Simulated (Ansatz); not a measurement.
Reference: ZnS (F-43m), PBEsol with spin-orbit coupling, rigid bands (plane waves, PAW; Ansatz, a program for electronic structure); axes and stresses refer to this cell.

```
ZnS
1.0
    0.00000     2.67828     2.67828
    2.67828     0.00000     2.67828
    2.67828     2.67828     0.00000
Zn S
1 1
Direct
  0.00000   0.00000   0.00000
  0.25000   0.25000   0.25000
```

The hole conductivity mass is 0.84 mₑ and the electron conductivity mass is 0.179 mₑ. The band gap is 2.06 eV.

| Change | hole conductivity mass | electron conductivity mass | band gap |
|---|---|---|---|
| uniaxial stress along [111] of 1 GPa (compression positive) | 0.73 mₑ | 0.180 mₑ | 2.05 eV |
| uniaxial stress along [111] of 2 GPa (compression positive) | [?] | 0.181 mₑ | [?] |
| uniaxial stress zz = -2 GPa (compression positive) | [?] | 0.177 mₑ | [?] |
| uniaxial stress zz = 2 GPa (compression positive) | 0.61 mₑ | 0.180 mₑ | 2.00 eV |

Question: Some entries are withheld; supply them.

Answer: 
- uniaxial stress along [111] of 2 GPa (compression positive), hole conductivity mass: 0.61 mₑ
- uniaxial stress along [111] of 2 GPa (compression positive), band gap: 2.03 eV
- uniaxial stress zz = -2 GPa (compression positive), hole conductivity mass: 0.68 mₑ
- uniaxial stress zz = -2 GPa (compression positive), band gap: 1.97 eV

Masses are for dilute carriers at 300 K, harmonic means over directions unless an axis is named. Stresses and pressures are the targets of the relaxation.  The structure type is held under load, also where the real crystal would transform.
